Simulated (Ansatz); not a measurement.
**Ir: pressure series**

The parent structure is Ir in the fcc (Cu type) structure (space group Fm-3m, No. 225; a = 3.845 Å).

Cell and atoms are relaxed at each pressure.

The values are results of r2SCAN/PAW in Ansatz (a first-principles code), no spin-orbit coupling, earlier PAW set, not measurements.

```csv
pressure (GPa),volume per atom (Å³/atom)
-2,14.288
-1,14.250
0,14.212
0.9,14.178
2.1,14.135
4.5,?
9,13.896
22.5,13.489
30,13.290
```

Question: Fit the third-order Birch–Murnaghan form P(V) = (3B₀/2)[(V₀/V)^(7/3) − (V₀/V)^(5/3)]·[1 + (3/4)(B₀′ − 4)((V₀/V)^(2/3) − 1)] (squares taken in P) to the rows shown and predict the withheld row.

Answer: Least squares on the printed values gives V₀ = 14.212 Å³/atom, B₀ = 379 GPa, B₀′ = 5.0; this predicts 14.049 Å³/atom, and the run gives 14.048 Å³/atom, in agreement.

Measured bulk modulus of Ir: 365 GPa (static lattice; corrected from measurement; as listed in H. Levämäki et al., Physical Review B (2014)); the computed value is 4 % above it.

Load acts through the strain it causes; cell and atoms are relaxed under it. Stability against distortions was not tested. No other phases were tried under pressure. The final runs are not spin-polarised.
